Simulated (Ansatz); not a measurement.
In a (4,0) carbon nanotube, spin-degenerate bands cross the Fermi level 3 times between Γ and the zone edge.

The numbers are results of PBE (plane waves to 420 eV, PAW; Ansatz, an electronic-structure program), not measurements. Mesh 1×1×18. No spin polarisation. It repeats along c; a and b span vacuum. An idealised model, rolled from the flat sheet. It keeps the symmetry and period of its start, so it need not be a minimum against all distortions.

Task: What are the conductance and the two-terminal resistance of a perfect, endless piece?

Result: Each crossing on the half of the zone with k > 0 has a partner at −k, so it gives one mode in each direction. Counting spin there are 6 modes, each carrying e²/h = 38.74 μS. G = 6 × 38.74 = 232.4 μS and R = 1/G = 4.30 kΩ, whatever the length. Scattering by phonons, roughness and contacts can only raise R.
